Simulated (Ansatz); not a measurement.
**A computed series for hypothetical Fm-3m WSe2: element substitutions**

The reference is WSe2 (space group Fm-3m, No. 225; a = 6.177 Å; a hypothetical phase, not in the database extracts checked).

Each row replaces one element on all its sites; cell and atoms are relaxed.

All numbers come from r2SCAN (Ansatz, a quantum-chemistry and plane-wave program; PAW; 500 eV plane waves; no spin-orbit coupling).

Question: Only one of these has a band gap. Which?
A) Se → S
B) Se → Br
C) W → Re

Answer: B, Se → Br. Computed: W → Re: zero; Se → S: zero; Se → Br: 1.08 eV

With W present, leaving out spin-orbit coupling can change the band edges. No phonon test of stability was made. As relaxed here, ReSe2, WS2 and WBr2 are hypothetical phases, not in the database extracts checked. The final runs are not spin-polarised. An odd electron count without spin: ReSe2. ReSe2, WSe2 and WS2 have a high density of states at the Fermi level and may be magnetic at this level.
